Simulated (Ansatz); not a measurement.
Functionals compared on a constructed model of the (110) surface of bcc Fe, ferromagnetic, from a spin-polarised start, a pseudomorphic layer of V in the host's stacking (bottom of the slab: a bare face, its two planes held), in Ansatz (plane waves, PAW). The structure was relaxed with PBE; the other rows are single points on it. Cutoff 420 eV.

Model: 7-atom slab, 12.6 Å thick at the start, 16x16x1 mesh, Fermi-Dirac 0.1 eV, dipole correction, 2 atoms held, the rest relaxed; held to the start's symmetry, so lower structures may exist; spin-polarised, ending with about 13.3 μB a cell; orders that need a larger cell were not tried, no spin-orbit, no U. It is one candidate, not shown to be the stable structure of the face. These notes are the PBE run's.

```tsv
functional	work function of the top face (eV)	magnetic moment of the cell (μB)	rough cost of the single point
PBE	5.03	13.31	–
RPBE	…	13.50	around 4 core-minutes (rough)
```

**Question.** Fill in the missing entries.

**Answer.** 
- RPBE, work function of the top face (eV): 4.90

Ansatz is a program for electronic structure.
